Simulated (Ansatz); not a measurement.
Energy of PbZrO3 (space group No. 221) less that of PbZrO3 (space group No. 38), by level of theory

No measured value is used here.

| level (code) | value (meV/atom) |
|---|---|
| LDA (Ansatz) | ? |
| r²SCAN-D4 (Ansatz) | 46 |
| r²SCAN+rVV10 (Ansatz) | 47 |

Q: What belongs in the gaps?

A: 
- LDA (Ansatz, a quantum-chemistry and plane-wave program), value (meV/atom): 49

Density-functional levels without +SOC have no spin–orbit coupling. LDA, r²SCAN-D4, r²SCAN+rVV10: the relaxation could not lower the start's symmetry, so the cell can be a saddle point above a distorted one. Each level is taken at its own relaxed cell. Ansatz's density-functional and Hartree–Fock values are scalar-relativistic unless marked +SOC, with PAW data made under PBE.
